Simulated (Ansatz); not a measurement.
A computed series for Al2Au: response to strain

The reference is Al$_{2}$Au (space group Fm-3m, No. 225; relaxed with 0.1 eV smearing).

```yaml
crystal:
  lattice:
    - [0.00000, 3.00158, 3.00158]
    - [3.00158, 0.00000, 3.00158]
    - [3.00158, 3.00158, 0.00000]
  atoms:
    - { symbol: Al, position: [0.25000, 0.25000, 0.25000] }
    - { symbol: Al, position: [0.75000, 0.75000, 0.75000] }
    - { symbol: Au, position: [0.00000, 0.00000, 0.00000] }
```

Cartesian axes are those of the cell as printed.

Strains are applied to the cell and any free atomic positions relax.

Computed with plane-wave PAW DFT at the PBEsol level (Ansatz, an electronic-structure program, 420 eV), without spin-orbit coupling.

Notes on the quantities. energy relative to the base: free energy F.

| uniaxial strain ε_zz (%) | energy relative to the base (meV/atom) |
|---|---|
| -3 | 8.3 |
| -2.5 | 5.7 |
| -2 | 3.6 |
| -1.5 | ? |
| -1 | 0.9 |
| -0.5 | 0.2 |
| 0 | 0.0 |

Problem. Fit ΔE = Aε² + Bε³ (ε in %) to the rows shown and predict the withheld row.

Solution. Least squares on the printed values gives A = 0.861 and B = -0.020 meV/atom (largest residual 0.0 meV/atom); this predicts 2.0 meV/atom, and the run gives 2.0 meV/atom, in agreement.

No phonon test of stability was made.
